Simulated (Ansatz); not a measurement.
We consider Ge (model structure, started from the beta-W type, Pm-3n, No. 223, 8 atoms in the cell), described by LDA (Ansatz, a program for electronic structure, plane waves, PAW).

Numerical settings: plane-wave cutoff 520 eV, 10×10×10 k mesh, Fermi–Dirac smearing 0.05 eV, scalar-relativistic PAW data made under PBE.

Cell (relaxed at this level):

```cif
data_Ge8
_chemical_formula_sum 'Ge8'
_space_group_name_H-M_alt 'Pm-3n'
_space_group_IT_number 223
_space_group_name_Hall '-P 4n 2 3'
_cell_length_a 5.27963
_cell_length_b 5.27963
_cell_length_c 5.27963
_cell_angle_alpha 90.000
_cell_angle_beta 90.000
_cell_angle_gamma 90.000
loop_
_atom_site_label
_atom_site_type_symbol
_atom_site_symmetry_multiplicity
_atom_site_Wyckoff_symbol
_atom_site_fract_x
_atom_site_fract_y
_atom_site_fract_z
_atom_site_occupancy
Ge1 Ge 6 c 0.00000 0.50000 0.25000 1
Ge2 Ge 2 a 0.00000 0.00000 0.00000 1
```

Problem. Give the computed bulk modulus.

Solution. 
* **bulk modulus**: 75.1 GPa

The run finds no gap.

Note: the bulk modulus is −V dP/dV from two relaxed cells at ±2 % in volume; the relaxation could raise the start's symmetry but not lower it, so the cell can be a saddle point.

Computed values are for the static lattice.

Cost on a shared machine: roughly 4 core-minutes.

A model structure was made by putting elements into a prototype or built by hand; it is no filed structure, need not be a known phase, and can be a saddle point held by its symmetry.
